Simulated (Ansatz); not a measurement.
Given:

End structure of a constructed model of the (100) surface of fcc Cu, a pseudomorphic layer of Ga in the host's stacking (bottom of the slab: a bare face, its two planes held):

```xyz
7
Lattice="2.5668 0.0000 0.0000 0.0000 2.5668 0.0000 0.0000 0.0000 27.5000" Properties=species:S:1:pos:R:3 pbc="T T T"
Cu     1.2834     1.2834     8.2402
Cu     0.0000     0.0000    10.0552
Cu     1.2834     1.2834    11.8746
Cu     0.0000     0.0000    13.6909
Cu     1.2834     1.2834    15.5092
Cu     0.0000     0.0000    17.3359
Ga     1.2834     1.2834    19.4244
```

Set-up: 7 atoms, 11.0 Å thick at the start; mesh 15x15x1; 0.1 eV smearing; dipole correction on; single point; on the structure that PBE left under its start's symmetry; no spin, no spin-orbit, no U. It is one candidate, not shown to be the stable structure of the face.

Give the work function of the top face at the level r2SCAN, at the PBE geometry (Ansatz, a quantum-chemistry and plane-wave program).

4.59 eV
